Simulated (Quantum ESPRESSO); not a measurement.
Quantum ESPRESSO 7.5, DFT, PBE, plane waves, SSSP 1.1.2 efficiency PBE: Pt(111) slab of 5 layers, 1x1 (Pt5), unrelaxed, 5 atoms. Basis and mesh were picked for this test and aren't claimed converged.

```fortran
&CONTROL
  calculation = 'scf'
  pseudo_dir = './pseudo'
  outdir = './out'
  tprnfor = .true.
  tstress = .false.
/
&SYSTEM
  ibrav = 0
  nat = 5
  ntyp = 1
  ecutwfc = 45
  ecutrho = 360
  occupations = 'smearing'
  smearing = 'mv'
  degauss = 0.02
/
&ELECTRONS
  conv_thr = 5e-09
/
ATOMIC_SPECIES
Pt 195.0840 pt_pbe_v1.4.uspp.F.UPF
CELL_PARAMETERS angstrom
  2.774687000000   0.000000000000   0.000000000000
  1.387344000000   2.402949000000   0.000000000000
  0.000000000000   0.000000000000  23.062090000000
ATOMIC_POSITIONS crystal
Pt   0.666667000000   0.666667000000   0.303528000000
Pt   0.000000000000   0.000000000000   0.401764000000
Pt   0.333333000000   0.333333000000   0.500000000000
Pt   0.666667000000   0.666667000000   0.598236000000
Pt   0.000000000000   0.000000000000   0.696472000000
K_POINTS automatic
7 7 1 0 0 0
```

The program reports k-points computed: 8, bands: 48, electrons: 80, G-vectors of the density: 119579, FFT grid: 36×36×270, symmetry operations: 12.

Machine: one whole node, Intel Xeon 6 (Granite Rapids), 96 cores on 1 socket, 2 hardware threads a core, 3 L3 cache groups, 3 NUMA nodes.

Times are wall-clock medians of two to five runs, from launch to exit, with nothing else on the machine. Unless noted, each process is bound to its own block of adjacent cores. The build: conda-forge: Open MPI 5.0, OpenMP, OpenBLAS 0.3.34 (pthreads), FFTW, ScaLAPACK, ELPA; another build can shift the numbers. Scratch files lie in a memory file system.

Started as
```bash
OMP_NUM_THREADS=1 mpirun -np 96 pw.x -nk 8 -in pw.in
```
(96 ranks, -nk 8) it takes 2.3 s and 16 SCF iterations.

Task: Predict the time once the run is changed to -nk 3.

Result: About 3.1 s (3 runs within 2 %): 1.3× as long. The largest move is in FFTs of H·ψ (vloc_psi): 0.22 s to 0.69 s. SCF iterations go from 16 to 18. Launch, exit and the like take 0.82 s of the 2.3 s. Change in the result: energy equal as printed, forces (largest component) 0.15 meV/Å.
